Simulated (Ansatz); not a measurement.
Take SiC in the zinc blende structure (space group F-43m, No. 216) as the base.

```xyz
2
Lattice="0.0000 2.1783 2.1783 2.1783 0.0000 2.1783 2.1783 2.1783 0.0000" Properties=species:S:1:pos:R:3 pbc="T T T"
C      3.2675     3.2675     3.2675
Si     0.0000     0.0000     0.0000
```

Cartesian axes are those of the cell as printed.

All numbers come from Ansatz (a program for electronic structure) r2SCAN, without spin-orbit coupling, earlier PAW set.

Base values:

```
Item        Result
--------  --------
Pressure  0.00 GPa
```

One thing is altered: biaxial strain −3.17 %, plane normal [001], relaxed out of plane (Cartesian); in-plane vectors clamped, the third vector and the atoms free.

Task: What does the calculation give for the out-of-plane strain after the change?

Result: The out-of-plane strain is +1.99 %.

Task: What happens to the energy relative to the base?

Result: The energy increases by 32 meV/atom.

Task: Predict the new pressure.

Result: The pressure (mean of the normal stresses, compression positive) goes from zero to 10.89 GPa.

Whether these cells are dynamically stable was not tested.
